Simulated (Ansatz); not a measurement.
**GaN under a change: pressure −1 GPa**

Start from GaN in the wurtzite structure (space group P6_3mc, No. 186; a = 3.183 Å, c = 5.186 Å).

Now apply this change: a negative pressure, −1 GPa.

Calculations: PBEsol (Ansatz, a first-principles code), without spin-orbit coupling, earlier PAW set. Settings: 12×12×7 k-points, 0.05 eV Fermi–Dirac smearing.

| quantity | base | changed | shift |
|---|---|---|---|
| volume per atom | 11.37 Å³ | 11.43 Å³ | +0.06 Å³ |
| density | 6.11 g/cm³ | 6.08 g/cm³ | -0.03 g/cm³ |
| lattice parameter a | 3.183 Å | 3.188 Å | +0.0057 Å |
| enthalpy H = E + PV relative to the base's energy | – | -0.07 eV/atom | – |
| band gap | 1.88 eV | 1.84 eV | -0.04 eV |
| gap character | direct at Γ | direct at Γ | – |
| width of the top valence band | 2.82 eV | 2.80 eV | -0.02 eV |
| electron mass | 0.16 mₑ along c, 0.17 mₑ across (at Γ) | 0.15 mₑ along c, 0.17 mₑ across (at Γ) | – |
| valence-band top at Γ (three highest levels, from the VBM) | 0.00, 0.00, -0.04 eV | 0.00, 0.00, -0.04 eV | – |

Final structure:

```xyz
4
Lattice="3.1885 0.0000 0.0000 -1.5942 2.7613 0.0000 0.0000 0.0000 5.1950" Properties=species:S:1:pos:R:3 pbc="T T T"
Ga     1.5942     0.9204     0.0047
Ga     0.0000     1.8409     2.6022
N      1.5942     0.9204     3.2432
N      0.0000     1.8409     0.6457
```

Load acts through the strain it causes; cell and atoms are relaxed under it. Effective masses come from finite differences of ±0.01 Å⁻¹. Whether these cells are dynamically stable was not tested.
